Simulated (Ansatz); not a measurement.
The parent structure is a 16-atom supercell of ZnCu₂SnSe₄ (space group I-4, No. 82) at its relaxed geometry.

```
ZnCu2SnSe4
1.0
   -5.69923     5.69923     0.00000
    2.84961     2.84961     5.69125
    2.84961     2.84961    -5.69125
Cu Zn Sn Se
4 2 2 8
Cartesian
  0.00000   0.00000   0.00000
  0.00000   5.69923   0.00000
  2.84961   5.69923  -2.84562
  0.00000   8.54884   2.84562
 -2.84961   5.69923   2.84562
  2.84961   5.69923   2.84562
  2.84961   2.84961   0.00000
 -2.84961   2.84961   0.00000
  4.32630   4.37023  -1.47893
 -1.37292   4.37023  -1.47893
 -4.32630   7.02822  -1.47893
  1.37292   7.02822  -1.47893
 -1.32900   7.07215   1.47893
  1.52062   4.22254  -4.21232
  1.32900   4.32630   1.47893
 -1.52062   7.17592  -4.21232
```

Method: r2SCAN (Ansatz, a first-principles code; PAW; 500 eV plane waves; spin-orbit coupling left out).

Base values:

| Quantity | Result |
|---|---|
| Pressure | 0.0 GPa |
| Mean distance from the defect site to its nearest host atoms | 4.65 bohr |

One thing is altered: a neutral Zn vacancy, atoms relaxed at fixed cell, starting from a slightly rattled geometry.

Task: Estimate the effect on the pressure, largest displacement of a host atom from its site in the perfect cell and mean distance from the defect site to its nearest host atoms.

Result: The pressure goes from zero to -1.9 GPa; the largest displacement of a host atom from its site in the perfect cell comes out as 0.12 Å; the mean distance from the defect site to its nearest host atoms decreases by 0.12 bohr (4.65 bohr → 4.53 bohr).

In so small a cell the defect repeats every few ångströms: this is an ordered compound, not a dilute defect. A case with no gap was solved on a k-mesh chosen for an insulator, which is coarse for it. The final runs are not spin-polarised. The defect cell is not spin-polarised.
